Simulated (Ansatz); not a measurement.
**Input and output of a self-consistent single point for TiCl2 (P2_1/c, 12 atoms in the cell) (Ansatz, an electronic-structure program)**

Computed with PBE (plane waves, PAW; Ansatz).

Input as run:

Ansatz 0.2 input:
```yaml
# TiCl2
crystal:
  lattice:
    - [6.421826, 0.000000, 0.000000]
    - [0.000000, 6.498007, 0.000000]
    - [-1.063407, 0.000000, 6.543958]
  atoms:
    - { symbol: Ti, position: [0.275400, 0.039500, 0.208300] }
    - { symbol: Ti, position: [0.724600, 0.539500, 0.291700] }
    - { symbol: Ti, position: [0.724600, 0.960500, 0.791700] }
    - { symbol: Ti, position: [0.275400, 0.460500, 0.708300] }
    - { symbol: Cl, position: [0.070000, 0.331700, 0.344700] }
    - { symbol: Cl, position: [0.930000, 0.831700, 0.155300] }
    - { symbol: Cl, position: [0.930000, 0.668300, 0.655300] }
    - { symbol: Cl, position: [0.070000, 0.168300, 0.844700] }
    - { symbol: Cl, position: [0.449600, 0.756900, 0.479200] }
    - { symbol: Cl, position: [0.550400, 0.256900, 0.020800] }
    - { symbol: Cl, position: [0.550400, 0.243100, 0.520800] }
    - { symbol: Cl, position: [0.449600, 0.743100, 0.979200] }
kpoints:
  mp_grid: { grid: [3, 3, 3], shift: [0.5, 0.5, 0.5] }
hamiltonian:
  xc: pbe
  pseudopotentials: { kind: paw }
scf:
  occupations: { method: fermi_dirac, width: 0.0037 Ry }
output:
  forces: true
  eigenvalues: true
  stress: true
```

Output (repeated stretches shortened):

```
WARN basis.ecutwfc = 420 eV, the default
WARN ansatz: RAYON_NUM_THREADS=1 ignored (pool sized by the plan → 1); use --threads N
Pseudopotentials: kind: paw
Pseudopotential: Ti, paw, valence charge 12
Pseudopotential: Cl, paw, valence charge 7
Crystal: 12 atoms, lattice volume = 273.073 Å³
Basis set: ecut = 420 eV, 5333 PW (Γ), exchange–correlation on 90×90×90 points (8 copies of the dense FFT grid, shifted against one another)
Bands: 64, of which v1, the nominal top of the filled ones, is band 52 counted from 1 (51 counted from 0)
Symmetry: 4 space group operations
Space group: P21/c (ITA 14), of the structure as read, at distance tolerance 6.5e-5 Å
k-points: 10 of 27
Initial density: superposition of atomic densities (neutral atoms: chi_scale 0, normalization atom), corrected by the library's trained network
Initial wavefunctions: pseudopotential atomic-orbital guess
Eigensolver: davidson
Functional: x = pbe(κ = 0.804, μ = 0.2195149727645171), c = pbe(β = 0.06672455060314922)
SCF iter   1: F=—  HF=-18646.455725 eV  |F-HF|=—  |Δ(HF+E_count)|=         —  Δρ=5.62e-3  dr2=3.07e-2  ethr=1.77e-3  ⟨swp⟩=5.9  Hψ=2466  notcnv=0
all-band conjugate gradients solve this SCF's bands
preconditioner: auto → LDOS
SCF iter   2: F=—  HF=-18646.487780 eV  |F-HF|=—  |Δ(HF+E_count)|=   3.21e-2  Δρ=9.52e-3  dr2=1.08e-1  ethr=2.95e-5  ⟨swp⟩=2.0  Hψ=1380  notcnv=0
SCF iter   3: F=—  HF=-18646.468944 eV  |F-HF|=—  |Δ(HF+E_count)|=   1.88e-2  Δρ=3.99e-3  dr2=1.98e-2  ethr=2.95e-5  ⟨swp⟩=2.1  Hψ=1281  notcnv=0
SCF iter   4: F=—  HF=-18646.465480 eV  |F-HF|=—  |Δ(HF+E_count)|=   3.46e-3  Δρ=9.62e-4  dr2=1.73e-3  ethr=1.90e-5  ⟨swp⟩=1.3  Hψ=645  notcnv=0
SCF iter   5: F=—  HF=-18646.465170 eV  |F-HF|=—  |Δ(HF+E_count)|=   3.10e-4  Δρ=3.20e-4  dr2=3.94e-4  ethr=1.67e-6  ⟨swp⟩=2.0  Hψ=677  notcnv=0
SCF iter   6: F=—  HF=-18646.465165 eV  |F-HF|=—  |Δ(HF+E_count)|=   5.74e-6  Δρ=3.89e-4  dr2=2.66e-4  ethr=3.79e-7  ⟨swp⟩=2.3  Hψ=787  notcnv=0
SCF iter   7: F=—  HF=-18646.465116 eV  |F-HF|=—  |Δ(HF+E_count)|=   4.89e-5  Δρ=1.28e-4  dr2=3.61e-5  ethr=2.55e-7  ⟨swp⟩=2.0  Hψ=685  notcnv=0
SCF iter   8: F=—  HF=-18646.465068 eV  |F-HF|=—  |Δ(HF+E_count)|=   4.79e-5  Δρ=5.19e-5  dr2=5.01e-6  ethr=3.47e-8  ⟨swp⟩=2.4  Hψ=914  notcnv=0
SCF iter   9: F=—  HF=-18646.465070 eV  |F-HF|=—  |Δ(HF+E_count)|=   1.58e-6  Δρ=2.14e-5  dr2=6.46e-7  ethr=4.81e-9  ⟨swp⟩=2.5  Hψ=1143  notcnv=0
SCF iter  10: F=-18646.465070 eV  HF=-18646.465070 eV  |F-HF|=4.31e-8  |Δ(HF+E_count)|=   1.37e-7  Δρ=6.30e-6  dr2=6.55e-8  ethr=9.62e-11  ⟨swp⟩=2.4  Hψ=2517  notcnv=0
SCF 1 converged in 10 iterations: F = -18646.465070 eV  dr2 = 6.55e-8
SCF converged after 10 iterations
Free energy (F): -18646.465070 eV
Harris-Foulkes:  -18646.465070 eV  (|F-HF|=4.31e-8)
Internal energy: -18646.217091 eV  (E = F + TS)
E sigma→0 (E₀):  -18646.341080 eV
Entropy (-TS):   -0.247979 eV (-20.665 meV/atom)
Fermi energy:    7.602156 eV
--- Per-component energies (eV) ---
  E_band       = -1042.656570
  E_kinetic    = 2363.614748
  E_local      = -6685.978316  (includes V_loc(G=0)·N_el)
  E_nonlocal   = 275.860758
  E_hartree    = 2559.832037
  E_xc         = -1237.395844
  E_vxc        = -1451.492586  (∫ρ·V_xc dr)
  E_paw        = -9469.455022  (= ΣΔE_a)
  E_vpaw       = -664.328102  (= ΣTr[D̂ρ^β])
  E_aug_tail   = 0.001210  (compensation charges beyond the density's cutoff)
  E_ewald      = -6452.696662
  E_smearing   = -0.247979  (= −TS)
  E_closure    = -0.000000  (closes the sum)
  Σ components = -18646.465070   (vs F -18646.465070, Δ=0.00e0)
--- Forces (eV/Å), atoms counted from 1 ---
  atom   1  Ti    -0.08103740     0.10030218    -0.42662363
  atom   2  Ti     0.08103740     0.10030218     0.42662363
  atom   3  Ti     0.08103740    -0.10030218     0.42662363
  atom   4  Ti    -0.08103740    -0.10030218    -0.42662363
  atom   5  Cl    -0.05359773    -0.03996341     0.04180778
  atom   6  Cl     0.05359773    -0.03996341    -0.04180778
  atom   7  Cl     0.05359773     0.03996341    -0.04180778
  atom   8  Cl    -0.05359773     0.03996341     0.04180778
  atom   9  Cl    -0.18838771    -0.09701876    -0.10552912
  atom  10  Cl     0.18838771    -0.09701876     0.10552912
  atom  11  Cl     0.18838771     0.09701876     0.10552912
  atom  12  Cl    -0.18838771     0.09701876    -0.10552912
  max |Σ_I F_I| component: 1.39e-17 eV/Å
--- Stress (GPa, compression-positive) ---
       -4.859976       0.000000      -0.680509
        0.000000      -5.849055       0.000000
       -0.680507       0.000000      -5.151678
  P = ⅓ Tr σ = -5.2869 GPa (-52.869 kbar)
  The stress holds the Pulay correction. Without it, at fixed plane waves, as pw.x and ABINIT print it: P = -5.2926 GPa
--- Band table (eV; the first three rows and the last of 10) ---
  k-point 0: bands = ["-50.4748", "-50.4746", "-50.4744", "-50.4744", "-26.8561", "-26.8532", "-26.8510", "-26.8493", "-26.7936", "-26.7918", "-26.7900", "-26.7886", "-26.6358", "-26.6324", "-26.6312", "-26.6301", "-10.1586", "-9.7054", "-9.6696", [...]
  k-point 1: bands = ["-50.4747", "-50.4746", "-50.4745", "-50.4744", "-26.8548", "-26.8543", "-26.8506", "-26.8500", "-26.7931", "-26.7921", "-26.7898", "-26.7888", "-26.6345", "-26.6341", "-26.6306", "-26.6303", "-9.9722", "-9.9166", "-9.5712", [...]
  k-point 2: bands = ["-50.4749", "-50.4745", "-50.4744", "-50.4744", "-26.8575", "-26.8543", "-26.8497", "-26.8481", "-26.7940", "-26.7913", "-26.7896", "-26.7890", "-26.6357", "-26.6329", "-26.6308", "-26.6302", "-10.1821", "-9.6802", "-9.6678", [...]
  k-point 9: bands = ["-50.4746", "-50.4746", "-50.4745", "-50.4745", "-26.8559", "-26.8559", "-26.8491", "-26.8491", "-26.7918", "-26.7918", "-26.7902", "-26.7902", "-26.6327", "-26.6327", "-26.6319", "-26.6319", "-9.7457", "-9.7457", "-9.6511", [...]
```

The run converged in 10 iterations.

The starting cell was generated: these elements placed on a structure prototype, without a prior relaxation; it need not be a known phase or ordering of this composition. Its lattice was rescaled by a random factor within 2.5 % of one. Spin polarisation is off, so a magnetic state, if there is one, cannot be reached. With a pressure of about -5 GPa the cell is away from its equilibrium volume at this level. Ansatz's pressure includes its estimate of the finite-basis (Pulay) stress.
